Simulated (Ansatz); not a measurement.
The parent structure is Ta in the bcc (W type) structure (space group Im-3m, No. 229; a = 3.282 Å).

The other end (x = 1) is W in the bcc (W type) structure (space group Im-3m, No. 229): 15.69 Å³/atom, gap zero.

Computed with DFT with PBEsol, PAW potentials and a 420 eV plane-wave cutoff in Ansatz (an electronic-structure program), no spin-orbit coupling.

W replaces a fraction x of Ta; each row is one arrangement (x, atoms in the cell, starting space group or random), fully relaxed.

One change was made to it. Results:

| quantity | base | after |
|---|---|---|
| deviation of the volume from the linear (Vegard-type) interpolation | – | -0.8 % |
| mixing energy (to 0.01 eV only: unlike meshes or grids) | – | -0.09 eV/atom |
| shortest interatomic distance | 2.842 Å | 2.733 Å |

Question: Which change produced these results?
(A) x(W) = 0.5, 4 atoms, Imma
(B) x(W) = 0.333, 3 atoms, P-3m1
(C) x(W) = 0.5, 4 atoms, P4/nmm

Answer: C, x(W) = 0.5, 4 atoms, P4/nmm. For comparison, the shortest interatomic distance in the other runs: x(W) = 0.5, 4 atoms, Imma gives 2.722 Å; x(W) = 0.333, 3 atoms, P-3m1 gives 2.782 Å.

Each cell is one ordered arrangement of few atoms, which overstates ordering effects compared with a random alloy. Whether these cells are dynamically stable was not tested. The final runs are not spin-polarised.
